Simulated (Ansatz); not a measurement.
# Refining one setting for FePO₄F (P-1, 14 atoms in the cell)

```
CELL_PARAMETERS angstrom
      5.35930     0.00000     0.00000
     -0.57738     5.33241     0.00000
     -2.52164    -2.50726     6.52236
ATOMIC_POSITIONS crystal
  Fe 0.00000 0.00000 0.00000
  Fe 0.50000 0.50000 0.50000
  P  0.88977 0.56897 0.23811
  P  0.11023 0.43103 0.76189
  O  0.18954 0.73431 0.88998
  O  0.81046 0.26569 0.11002
  O  0.15232 0.26464 0.90191
  O  0.84768 0.73536 0.09809
  O  0.81217 0.34317 0.60446
  O  0.18783 0.65683 0.39554
  O  0.30727 0.36790 0.65297
  O  0.69273 0.63210 0.34703
  F  0.68087 0.84126 0.73590
  F  0.31913 0.15874 0.26410
```
Moments meant for the start (each program seeds them in its own way; μB, in the order of the atoms Fe Fe P P O O O O O O O O F F): 4.0 4.0 0.0 0.0 0.0 0.0 0.0 0.0 0.0 0.0 0.0 0.0 0.0 0.0.

Computed with PBEsol, default PAW files made with PBE (plane waves; Ansatz, a program for electronic structure).

The starting cell comes from a database of computed structures (which also holds hypothetical and non-ambient phases and stackings), without a prior relaxation at this level. The magnetic order is the one reached from the typed start; others were not searched systematically. The program warned that a starting moment was not kept. In the base run, with a pressure of about -8 GPa the cell is away from its equilibrium volume at this level. In the base run, forces exceed 1 eV/Å. Ansatz's pressure includes its estimate of the finite-basis (Pulay) stress.

Held fixed: kpoints.mp_grid.grid = 4 4 3; hamiltonian.xc = pbesol; hamiltonian.pseudopotentials = {kind: paw} (the program's default PAW files); magnetization.spin_polarized = true; scf.occupations.method = gaussian; scf.occupations.width = 0.0147 Ry.

ΔF is the free energy per atom less that of the last row (61.7 Ry).

The first pressure column holds Ansatz's estimate of the finite-basis (Pulay) stress, which hides part of the cutoff error; the other is without it.

The magnetic state is not the same in all runs (site moments differ, or a search went on to a lower state), so steps between rows are not convergence errors alone.

```csv
basis.ecutwfc,ΔF (meV/atom),pressure (GPa),largest force (eV/Å),size of the net moment (μB/atom),pressure at a fixed set of plane waves (GPa),plane waves,iterations
12.5 Ry,16678.0,9.14,5.705,0.02,-595.92,943,32
15.4 Ry,5780.8,-4.75,2.016,0.00,-267.81,1299,27
18.4 Ry,1882.3,-7.86,2.238,0.01,-114.22,1669,30
21.7 Ry,505.0,-7.27,1.381,0.01,-44.44,2155,30
24.6 Ry,…,-7.65,1.232,0.01,-20.40,2585,31
27.9 Ry,…,-7.95,1.293,0.01,-11.06,3147,34
30.9 Ry,5.7,-7.98,1.312,0.01,-8.67,3629,35
35.6 Ry,1.44,-7.97,1.314,0.01,-8.02,4521,32
40.1 Ry,1.02,-7.98,1.314,0.01,-8.01,5379,33
46.3 Ry,0.50,-7.98,1.314,0.01,-8.00,6697,33
54 Ry,0.29,-7.98,1.313,0.01,-7.99,8433,32
61.7 Ry,0.00,-7.98,1.313,0.01,-8.00,10305,32
```

Task: Complete the blanks.

Result: 
- 24.6 Ry, ΔF (meV/atom): 137.2
- 27.9 Ry, ΔF (meV/atom): 26.9

Keys are those of Ansatz 0.2.
